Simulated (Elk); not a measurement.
# A self-consistent single point of BaAlGeH (P3m1, 4 atoms in the cell) with Elk

Computed with Elk with LDA (PW92), all-electron FP-LAPW, Elk's shipped species files, default APW+lo basis.

This input was run:

```
tasks
  0

swidth
  0.000367493

maxscl
  100

avec
    8.3161663319    0.0000001294    0.0000000000
   -4.1580832780    7.2020112408    0.0000000000
    0.0000000000    0.0000000000    9.9628251016

sppath
  'species/'

atoms
  4
  'Ba.in'
  1
  0.3333333333  0.6666666667  0.0990200000    0.0 0.0 0.0
  'Al.in'
  1
  0.0000000000  0.0000000000  0.6413500000    0.0 0.0 0.0
  'Ge.in'
  1
  0.6666666667  0.3333333333  0.5527400000    0.0 0.0 0.0
  'H.in'
  1
  0.0000000000  0.0000000000  0.9728900000    0.0 0.0 0.0

ngridk
  5 5 3
```

Output (repeated stretches shortened):

```
│ Elk code version 10.2.4 │

All units are atomic (Hartree, Bohr, etc.)

│ Ground-state run starting from atomic densities │

Lattice vectors :
   8.316166332      0.1294000000E-06   0.000000000
  -4.158083278       7.202011241       0.000000000
   0.000000000       0.000000000       9.962825102

Unit cell volume      :    596.7047186
Brillouin zone volume :   0.4157001038

Muffin-tin inner radius fraction :   0.1000000000E-01

Nuclei treated as point charges

Species :    1 (Ba)
 parameters loaded from : Ba.in
 name : barium
 nuclear charge    :   -56.00000000
 electronic charge :    56.00000000
 atomic mass :    250331.8069
 muffin-tin radius :    2.800000000
 number of radial points in muffin-tin :    697
 atomic positions (lattice), magnetic fields (Cartesian) :
   1 :   0.00000000  0.00000000  0.00000000    0.00000000  0.00000000  0.00000000

Species :    2 (Al)
 parameters loaded from : Al.in
 name : aluminium
 nuclear charge    :   -13.00000000
 electronic charge :    13.00000000
 atomic mass :    49184.33492
 muffin-tin radius :    1.987990299
 number of radial points in muffin-tin :    397
 atomic positions (lattice), magnetic fields (Cartesian) :
   1 :   0.66666667  0.33333333  0.54233000    0.00000000  0.00000000  0.00000000

Species :    3 (Ge)
 parameters loaded from : Ge.in
 name : germanium
 nuclear charge    :   -32.00000000
 electronic charge :    32.00000000
 atomic mass :    132414.6195
 muffin-tin radius :    2.400000000
 number of radial points in muffin-tin :    497
 atomic positions (lattice), magnetic fields (Cartesian) :
   1 :   0.33333333  0.66666667  0.45372000    0.00000000  0.00000000  0.00000000

Species :    4 (H)
 parameters loaded from : H.in
 name : hydrogen
 nuclear charge    :   -1.000000000
 electronic charge :    1.000000000
 atomic mass :    1837.362219
 muffin-tin radius :    1.265084736
 number of radial points in muffin-tin :    197
 atomic positions (lattice), magnetic fields (Cartesian) :
   1 :   0.66666667  0.33333333  0.87387000    0.00000000  0.00000000  0.00000000

Total number of atoms per unit cell :    4

Spin treatment :
 spin-unpolarised

Number of Bravais lattice symmetries :   24
Number of crystal symmetries         :    6
Crystal has no inversion symmetry
Complex Hermitian eigensolver will be used

k-point grid :      5     5     3
k-point offset :    0.000000000       0.000000000       0.000000000
k-point set is reduced with full crystal symmetry group
Total number of k-points :       21

Muffin-tin radius times maximum |G+k| :    7.000000000
 using average radius
Maximum |G+k| for APW functions       :    3.312404053
Maximum (1/2)|G+k|²                   :    5.486010304
Maximum |G| for potential and density :    12.00000000
 potential will be trimmed for |G| > 2 gkmax
Constant for pseudocharge density :    8
Radial integration step length :    4

G-vector grid sizes :     32    32    40
Number of G-vectors :    17319

Maximum angular momentum used for
 APW functions                      :    8
 outer part of muffin-tin           :    6
 inner part of muffin-tin           :    1

Total nuclear charge    :   -102.0000000
Total core charge       :    58.00000000
Total valence charge    :    44.00000000
Total excess charge     :    0.000000000
Total electronic charge :    102.0000000

Effective Wigner radius, rₛ :    1.117781447

Number of empty states         :   16
Total number of valence states :   38
Total number of core states    :   58

Total number of local-orbitals :   44

Exchange-correlation functional :      3     0     0
 Perdew-Wang/Ceperley-Alder, Phys. Rev. B 45, 13244 (1992)
 gradient requirement :    0
 local density approximation (LDA)

Smearing type :    3
 Fermi-Dirac
Smearing width :   0.3674930000E-03
Effective electronic temperature (K) :    116.0451112

Mixing type :    3
 Broyden mixing, J. Phys. A: Math. Gen. 17, L317 (1984)

Kohn-Sham potential initialised from atomic data

│ Self-consistent loop started │
│ Loop number : 1 │
 total energy                :     -10477.4033565
│ Loop number : 2 │
 total energy                :     -10477.3938609
RMS change in Kohn-Sham potential (target) :   0.7909892945E-01 (  0.1000000000E-05)
Absolute change in total energy (target)   :   0.9495586926E-02 (  0.1000000000E-03)
│ Loop number : 3 │
 total energy                :     -10477.1051903
RMS change in Kohn-Sham potential (target) :   0.7330789996E-01 (  0.1000000000E-05)
Absolute change in total energy (target)   :   0.2910445626     (  0.1000000000E-03)
│ Loop number : 4 │
 total energy                :     -10475.6021655
RMS change in Kohn-Sham potential (target) :   0.5099801428E-01 (  0.1000000000E-05)
Absolute change in total energy (target)   :    1.575785964     (  0.1000000000E-03)
│ Loop number : 5 │
 total energy                :     -10473.6046560
RMS change in Kohn-Sham potential (target) :   0.2260004479E-01 (  0.1000000000E-05)
Absolute change in total energy (target)   :    2.391455927     (  0.1000000000E-03)
│ Loop number : 6 │
 total energy                :     -10472.4778600
RMS change in Kohn-Sham potential (target) :   0.7401801406E-02 (  0.1000000000E-05)
Absolute change in total energy (target)   :    1.724660041     (  0.1000000000E-03)
│ Loop number : 7 │
 total energy                :     -10471.9254854
RMS change in Kohn-Sham potential (target) :   0.2329923282E-03 (  0.1000000000E-05)
Absolute change in total energy (target)   :   0.9835395322     (  0.1000000000E-03)
│ Loop number : 8 │
 total energy                :     -10471.8993039
RMS change in Kohn-Sham potential (target) :   0.8468067200E-04 (  0.1000000000E-05)
Absolute change in total energy (target)   :   0.2720663757     (  0.1000000000E-03)
│ Loop number : 9 │
 total energy                :     -10471.8868567
RMS change in Kohn-Sham potential (target) :   0.2607341684E-04 (  0.1000000000E-05)
Absolute change in total energy (target)   :   0.8046382145E-01 (  0.1000000000E-03)
│ Loop number : 10 │
 total energy                :     -10471.8872222
RMS change in Kohn-Sham potential (target) :   0.1964273776E-04 (  0.1000000000E-05)
Absolute change in total energy (target)   :   0.1975048300E-01 (  0.1000000000E-03)
│ Loop number : 11 │
 total energy                :     -10471.8879065
RMS change in Kohn-Sham potential (target) :   0.2546567735E-05 (  0.1000000000E-05)
Absolute change in total energy (target)   :   0.4253293078E-02 (  0.1000000000E-03)
│ Loop number : 12 │
 total energy                :     -10471.8881525
RMS change in Kohn-Sham potential (target) :   0.1301601395E-05 (  0.1000000000E-05)
Absolute change in total energy (target)   :   0.8172992821E-03 (  0.1000000000E-03)
│ Loop number : 13 │
 total energy                :     -10471.8881853
RMS change in Kohn-Sham potential (target) :   0.5085346462E-06 (  0.1000000000E-05)
Absolute change in total energy (target)   :   0.1715949402E-03 (  0.1000000000E-03)
│ Loop number : 14 │
 total energy                :     -10471.8881859
RMS change in Kohn-Sham potential (target) :   0.4165614366E-07 (  0.1000000000E-05)
Absolute change in total energy (target)   :   0.4225629527E-04 (  0.1000000000E-03)
Convergence targets achieved

│ Loop number : 15 │

Energies :
 Fermi                       :     0.197875231015
 sum of eigenvalues          :     -6342.55531719
 electron kinetic            :      11061.2465019
 core electron kinetic       :      10574.8965596
 Coulomb                     :     -21246.2530775
 Coulomb potential           :     -17023.5070168
 nuclear-nuclear             :     -837.746997535
 electron-nuclear            :     -23793.5051431
 Hartree                     :      3384.99906317
 Madelung                    :     -12734.4995691
 xc potential                :     -380.294802373
 exchange                    :     -277.561564367
 correlation                 :     -9.32004302838
 electron entropic           :    -0.797753018717E-12
 total energy                :     -10471.8881829

Density of states at Fermi energy :   0.2710671214E-06
 (states/Hartree/unit cell)

Estimated indirect band gap :   0.3980971994E-01
 from k-point      8 to k-point      4
Estimated direct band gap   :   0.4633388726E-01
 at k-point     15

Charges :
 core                        :    58.00000000
 valence                     :    44.00000000
 interstitial                :    6.170347606
 muffin-tins (core leakage)
  species :    1 (Ba)
   atom    1                 :    53.70459712     (  0.5443442504E-05)
  species :    2 (Al)
   atom    1                 :    10.85481500     (  0.1496792975E-02)
  species :    3 (Ge)
   atom    1                 :    30.59961443     (  0.3459047488E-03)
  species :    4 (H)
   atom    1                 :   0.6706258407     (   0.000000000    )
 total in muffin-tins        :    95.82965239
 total calculated charge     :    101.9842812
 total charge                :    102.0000000
 error                       :   0.1571877836E-01

│ Self-consistent loop stopped │
```

The run converged in 15 iterations. The count includes the last loop, which Elk runs after its targets are met.

The starting cell comes from a database of computed structures (which also holds hypothetical and non-ambient phases and stackings), without a prior relaxation at this level. Its lattice was rescaled by a random factor within 2.5 % of one. Values depend on the basis (sphere radii, cutoffs, local orbitals), which need not be converged. Another mesh or the band path of this cell gives a smaller gap, so this value is not converged in the mesh.
